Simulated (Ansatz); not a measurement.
GaN: band gap against strain

GaN (wurtzite, P6_3mc, 11.371 Å³/atom at rest, c along z) under a strain ε along c (axis z), the other axes held. PBEsol in Ansatz, a plane-wave DFT program (PAW, default set), 420 eV, 12×12×7 Γ-centred mesh, Fermi-Dirac smearing 0.05 eV; ions are relaxed within the symmetry of each cell. Gaps are the smallest over the k-mesh and a band path, without spin-orbit coupling; in all rows the valence edge lies at Γ and the conduction edge at Γ.

Here s stands for strain and Eg for gap.

| strain (%) | gap (eV) |
|---|---|
| 0.00 | 1.875 |
| 0.60 | 1.813 |
| 1.20 | 1.751 |
| 1.80 | 1.688 |
| 3.00 | ? |

Problem. Using a straight line, estimate the missing Eg at s = 3.00 from the other rows, showing the fit.

Solution. Means: s 0.90000, Eg 1.7817. About the means, the sum of products is -0.18690 and the sum of squares of s is 1.8000; the slope is their ratio. Least squares gives Eg = 1.8752 - 0.10383·s. Residuals (row less fit): -0.0002, 0.0001, 0.0004, -0.0003; standard error 0.0004 (degrees of freedom: 2). Over these rows the gap moves by -10 ± 0.03 eV per unit strain. At the withheld row, Eg = 1.8752 - 0.10383 × 3.0 = 1.5637 eV. The calculation gives 1.559 eV, 0.0047 eV below the prediction (1.5 % of the range of Eg in the table). The row lies outside the fitted rows, so this is an extrapolation. The fitted rows scatter only by rounding.

One order more, fitted to all 6 runs of the series, follows each within 0.001, so the miss is the next term of a smooth law. Rows are the converged runs of the series near zero and its far end; series whose fitted rows scatter by over a few per cent of the range, as at a crossing or softening among them, aren't shown in this form. Most that stay on the fit to the last digits aren't either.
